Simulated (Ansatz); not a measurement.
# Effect of pressure −2 GPa on Rh

The parent structure is Rh in the fcc (Cu type) structure (space group Fm-3m, No. 225; a = 3.8301 Å).

The change: a negative pressure, −2 GPa.

The values are results of PBE in Ansatz (plane waves to 420 eV, PAW, no SOC), not measurements. Settings: 21×21×21 k-points, 0.05 eV Fermi–Dirac smearing.

- Volume per atom = 14.16 Å³ (base 14.05 Å³)
- Lattice parameter a = 3.840 Å (base 3.830 Å)
- Shortest interatomic distance = 2.715 Å (base 2.708 Å)
- Enthalpy H = E + PV relative to the base's energy = -0.18 eV/atom
- Band gap = zero (base zero)

Final structure:

```yaml
crystal:
  lattice:
    - [0.00000, 1.92013, 1.92013]
    - [1.92013, 0.00000, 1.92013]
    - [1.92013, 1.92013, 0.00000]
  atoms:
    - { symbol: Rh, position: [0.00000, 0.00000, 0.00000] }
```

Load acts through the strain it causes; cell and atoms are relaxed under it. Stability against distortions was not tested. The final runs are not spin-polarised.

Ansatz is a quantum-chemistry and plane-wave program.
